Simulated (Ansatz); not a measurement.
Start from ZnSiP$_{2}$ in the chalcopyrite structure (space group I-42d, No. 122).

```yaml
crystal:
  lattice:
    - [-2.67654, 2.67654, 5.22259]
    - [2.67654, -2.67654, 5.22259]
    - [2.67654, 2.67654, -5.22259]
  atoms:
    - { symbol: Zn, position: [0.00000, 0.00000, 0.00000] }
    - { symbol: Zn, position: [0.75000, 0.25000, 0.50000] }
    - { symbol: Si, position: [0.50000, 0.50000, 0.00000] }
    - { symbol: Si, position: [0.25000, 0.75000, 0.50000] }
    - { symbol: P, position: [0.87500, 0.86045, 0.48545] }
    - { symbol: P, position: [0.13955, 0.62500, 0.01455] }
    - { symbol: P, position: [0.37500, 0.38955, 0.51455] }
    - { symbol: P, position: [0.61045, 0.12500, 0.98545] }
```

All numbers come from Ansatz (a program for electronic structure) PBEsol, spin-orbit coupling left out.

Base values:

The hole mass is 0.16 mₑ along c, 0.37 mₑ across (at Γ) and the volume per atom comes out as 18.71 Å³. The valence-band top at Γ comes out as 0.00, -0.12, -0.12 eV.

Perturbation: a hydrostatic pressure of 22.5 GPa.

Question: Estimate the effect on the hole mass, volume per atom and valence-band top at Γ.

Answer: The hole mass goes from 0.16 mₑ along c, 0.37 mₑ across (at Γ) to 0.22 mₑ along c, 0.29 mₑ across (at Γ); the volume per atom decreases by 2.892 Å³ to 15.81 Å³; the valence-band top at Γ (three highest levels, from the VBM) changes from 0.00, -0.12, -0.12 eV to 0.00, -0.14, -0.14 eV.

The levels and masses belong to the bands next to the band gap. Load acts through the strain it causes; cell and atoms are relaxed under it. Masses are band curvatures over ±0.01 Å⁻¹ around the edge. No phonon test of stability was made. Competing high-pressure phases were not computed.
